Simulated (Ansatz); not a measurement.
**Pd in the diamond structure (space group Fd-3m, No. 227; a hypothetical phase, not in the database extracts checked)**

Space group Fd-3m, origin choice 1 (No. 227); a = 5.685 Å, b = 5.685 Å, c = 5.685 Å, α = 90.00°, β = 90.00°, γ = 90.00°

```json
[
 {"atom": "Pd", "site": "8a", "symmetry": "-43m", "x": "0.0000", "y": "0.0000", "z": "0.0000"}
]
```
(The calculation used a cell of 2 atoms; values per cell refer to that cell.)

Method: DFT with PBEsol, PAW potentials and a 420 eV plane-wave cutoff in Ansatz (a quantum-chemistry and plane-wave program), no spin-orbit coupling. k-mesh 14×14×14 (Γ-centred); smearing 0.05 eV (Fermi–Dirac).

| Quantity | Value |
|---|---|
| Volume per atom | 22.97 Å³ |
| Density | 7.69 g/cm³ |
| Band gap | zero |
| Total energy | -6905.292 eV/atom (σ→0; compares only within this code and set-up) |

Stability against distortions was not tested. The final runs are not spin-polarised. Pd has a high density of states at the Fermi level and may be magnetic at this level.
